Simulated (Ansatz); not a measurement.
The reference is Be in the hcp (Mg type) structure (space group P6_3/mmc, No. 194; a = 2.257 Å, c = 3.553 Å).

The values are results of PBEsol in Ansatz (plane waves to 420 eV, PAW, no spin-orbit coupling), not measurements.

Before the change:

- Lattice parameter a = 4.265 bohr

The change: cell and atoms relaxed at a pressure of 22.5 GPa.

What does the calculation give for the lattice parameter a after the change?

The lattice parameter a decreases by 0.207 bohr, from 4.265 bohr to 4.058 bohr.

Load acts through the strain it causes; cell and atoms are relaxed under it. Stability against distortions was not tested. No other phases were tried under pressure.

Ansatz is an electronic-structure program.
